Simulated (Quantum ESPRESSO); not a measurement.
Quantum ESPRESSO run on ZrBrN (P1, 6 atoms in the cell): self-consistent single point.

Method of the run: PBEsol, PseudoDojo standard norm-conserving (PBESOL) pseudopotentials (plane waves; Quantum ESPRESSO).

The change in words: lattice scaled by 0.98. Reference geometry:
```yaml
crystal:
  lattice:
    - [3.61974, 0.00000, 0.00000]
    - [0.00000, 4.11929, 0.00000]
    - [0.00000, 0.00000, 9.02239]
  atoms:
    - { symbol: Zr, position: [0.99452, 0.48775, 0.09433] }
    - { symbol: Zr, position: [0.49275, 0.00589, 0.89976] }
    - { symbol: Br, position: [0.98100, 0.98537, 0.66943] }
    - { symbol: Br, position: [0.50911, 0.51379, 0.33459] }
    - { symbol: N, position: [0.99881, 0.99624, 0.03194] }
    - { symbol: N, position: [0.52381, 0.51095, 0.96995] }
```

Reference input (self-consistent single point, DFT, PBEsol, plane waves, PseudoDojo standard norm-conserving (PBESOL) pseudopotentials): ecutwfc = 85 Ry; occupations = fixed; potentials = {Zr: Zr.upf, Br: Br.upf, N: N.upf}; K_POINTS = automatic 5 4 2 0 0 0; nbnd = 30; conv_thr = 1e-11 Ry. This run's input differs from it in these lines:

```diff
@@ -33,5 +33,5 @@
 CELL_PARAMETERS {angstrom}
-   3.61974000     0.00000000     0.00000000
-   0.00000000     4.11929000     0.00000000
-   0.00000000     0.00000000     9.02239000
+   3.54734500     0.00000000     0.00000000
+   0.00000000     4.03690400     0.00000000
+   0.00000000     0.00000000     8.84194200
```

Output, abridged:

```
     Self-consistent Calculation

     iteration #  1     ecut=    85.00 Ry     beta= 0.70

     total energy              =    -306.13630911 Ry
     estimated scf accuracy    <       2.17203713 Ry

     iteration #  2     ecut=    85.00 Ry     beta= 0.70

     total energy              =    -305.62395718 Ry
     estimated scf accuracy    <       8.90554732 Ry

     iteration #  3     ecut=    85.00 Ry     beta= 0.70

     total energy              =    -307.29418075 Ry
     estimated scf accuracy    <       0.25632959 Ry

   [... 12 blocks of this kind left out ...]

     iteration # 16     ecut=    85.00 Ry     beta= 0.70

     total energy              =    -307.32938667 Ry
     estimated scf accuracy    <          1.5E-10 Ry

     iteration # 17     ecut=    85.00 Ry     beta= 0.70
     End of self-consistent calculation

     highest occupied, lowest unoccupied level (ev):     6.4058    8.3456

!    total energy              =    -307.32938667 Ry
     estimated scf accuracy    <          1.5E-12 Ry

     convergence has been achieved in  17 iterations

     Forces acting on atoms (cartesian axes, Ry/au):

     atom    1 type  1   force =     0.03087237    0.03118003    0.07312485
     atom    2 type  1   force =     0.00926546   -0.00879063   -0.00160229
     atom    3 type  2   force =     0.00725107    0.00225745   -0.01558527
     atom    4 type  2   force =     0.00021725   -0.00306800   -0.00859028
     atom    5 type  3   force =     0.01443527    0.00991761   -0.01301400
     atom    6 type  3   force =    -0.06204141   -0.03149645   -0.03433301

     Total force =     0.119658     Total SCF correction =     0.000005

          total   stress  (Ry/bohr**3)                   (kbar)     P=       47.20
   0.00036040  -0.00000695   0.00004450           53.02       -1.02        6.55
  -0.00000695   0.00039271   0.00007017           -1.02       57.77       10.32
   0.00004450   0.00007017   0.00020952            6.55       10.32       30.82

   JOB DONE.
```

The run converged in 17 iterations. Against the reference run the free energy rises by 9.9 meV/atom, the pressure goes from -1.98 to 4.72 GPa, the largest force goes from 1.606 to 2.193 eV/Å and the gap on the mesh goes from 1.912 to 1.940 eV.

The starting cell comes from a database of computed structures (which also holds hypothetical and non-ambient phases and stackings), without a prior relaxation at this level. Its atoms were displaced at random from the sites of space group no. 59. For this run, on top of that: lattice scaled by 0.98. With a pressure of about 5 GPa the cell is away from its equilibrium volume at this level. Forces in this geometry exceed 1 eV/Å.

Cost on one core of a shared machine: roughly 3 min.
